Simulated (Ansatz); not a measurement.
Where the default PAW files enter, the runs use the earlier of Ansatz's two default sets.

By LDA and PBEsol, the system below comes out a metal.

```xyz
2
Lattice="4.2681 0.0000 0.0000 0.0000 4.6901 0.0000 0.0000 2.3450 1.3539" Properties=species:S:1:pos:R:3 pbc="T T T"
Ru     3.2011     5.4718     1.3539
Ru     1.0670     3.9084     1.3539
```

Space group of this cell: P6_3/mmc, hcp (Mg type). The cell is taken as given; by PBEsol its mean pressure is -5.7 GPa.

The current runs along the normal of the first two printed vectors, the (110) plane. All runs by Ansatz (a first-principles code), plane waves and PAW, without spin-orbit coupling; the base is PBEsol.

| run | mean pressure (GPa) | G/A, both spins (10¹⁵ S/m²) |
|---|---|---|
| base | -5.7 | 1.45 |
| all lengths scaled by 0.98 | 16.8 | … |
| all lengths scaled by 1.02 | -22.1 | 1.39 |
| lda in place of pbesol | -11.7 | 1.46 |
| lengths across the current scaled by 0.98, ions clamped | 9.0 | … |
| lengths along the current scaled by 1.03, ions clamped | -14.0 | 1.45 |

Task: Complete the blanks.

Result: 
- all lengths scaled by 0.98, G/A, both spins (10¹⁵ S/m²): 1.53
- lengths across the current scaled by 0.98, ions clamped, G/A, both spins (10¹⁵ S/m²): 1.52
